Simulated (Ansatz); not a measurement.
The starting structures come from a database of crystals and need not be the phases stable at ambient conditions.

Tunnelling through a barrier is set by its complex band structure: the current falls as exp(−2κd) with the smallest κ.

Given:

```xyz
20
Lattice="6.5603 0.0000 0.0000 0.0000 7.0179 0.0000 0.0000 0.0000 9.5982" Properties=species:S:1:pos:R:3 pbc="T T T"
Ca     3.4645     2.8821     2.3996
Ca     3.0958     4.1358     7.1987
Ca     0.1843     0.6268     7.1987
Ca     6.3759     6.3910     2.3996
Hf     0.0000     3.5089     0.0000
Hf     3.2801     0.0000     0.0000
Hf     3.2801     0.0000     4.7991
Hf     0.0000     3.5089     4.7991
S      0.7859     3.7385     2.3996
S      5.7744     3.2794     7.1987
S      4.0660     6.7883     7.1987
S      2.4943     0.2296     2.3996
S      2.0769     2.1727     9.0108
S      4.4834     4.8451     0.5874
S      5.3571     1.3362     0.5874
S      1.2032     5.6817     9.0108
S      1.2032     5.6817     5.3865
S      5.3571     1.3362     4.2117
S      4.4834     4.8451     4.2117
S      2.0769     2.1727     5.3865
```

Space group of this cell: Pnma. The cell is taken as given; by r2SCAN its mean pressure is -0.9 GPa.

Transport runs along the normal of the first two printed cell vectors.

The gap is the functional's own, uncorrected, and κ follows it; spin-orbit coupling is left out. Mid-gap values are interpolated between the computed energies.

Predict the band gap and the smallest decay constant κ at mid-gap from r2SCAN (Ansatz, a quantum-chemistry and plane-wave program).

Gap 1.85 eV on a 6×4×4 mesh; κ = 0.181 1/Å, at the zone centre.
